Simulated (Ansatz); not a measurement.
Start from GeS in the GeS type structure (space group Pnma, No. 62; a = 10.661 Å, b = 3.681 Å, c = 4.356 Å; layered, stacked along the Cartesian x axis). Axes: x, y, z lie along a, b, c of the conventional cell.

Method: PBE-D3(BJ) (Ansatz, an electronic-structure program, PAW, no spin-orbit coupling).

Before the change:

```
Item         Value
--------  --------
Pressure  0.00 GPa
Band gap   1.24 eV
```

One thing is altered: biaxial strain +1.25 %, plane normal [001], relaxed out of plane (Cartesian); in-plane vectors clamped, the third vector and the atoms free.

### Question
Predict the new ratio −ε⊥/ε∥.

### Answer
The ratio −ε⊥/ε∥ is 1.41.

### Question
How does this affect the pressure?

### Answer
The pressure (mean of the normal stresses, compression positive) goes from zero to -0.54 GPa.

### Question
What does the calculation give for the band gap after the change?

### Answer
The band gap shrinks by 0.10 eV to 1.14 eV.

Whether these cells are dynamically stable was not tested. The program warned that a D3 coordination switch lies within reach, so dispersion energies are less smooth here.
